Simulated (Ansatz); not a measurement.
Ge (space group R-3, No. 148; a cell from a computed database, its experimental status unchecked)

```
CELL_PARAMETERS angstrom
      4.92539     2.84367     1.95186
     -4.92539     2.84367     1.95186
      0.00000    -5.68735     1.95186
ATOMIC_POSITIONS crystal
  Ge 0.71619 0.71619 0.71619
  Ge 0.28381 0.28381 0.28381
  Ge 0.03048 0.72627 0.53405
  Ge 0.96952 0.27373 0.46595
  Ge 0.53405 0.03048 0.72627
  Ge 0.46595 0.96952 0.27373
  Ge 0.72627 0.53405 0.03048
  Ge 0.27373 0.46595 0.96952
```

Calculations: DFT with PBEsol, PAW potentials and a 420 eV plane-wave cutoff in Ansatz (a first-principles code), scalar-relativistic without spin-orbit coupling. Settings: 10×10×10 k-points, 0.05 eV Fermi–Dirac smearing.

```yaml
volume_per_atom: 20.50 Å³
density: 5.88 g/cm³
band_gap: zero
total_energy: -4253.382 eV/atom (σ→0; compares only within this code and set-up)
```

Stability against distortions was not tested. This is not the structure that Ge has at room temperature and ambient pressure.
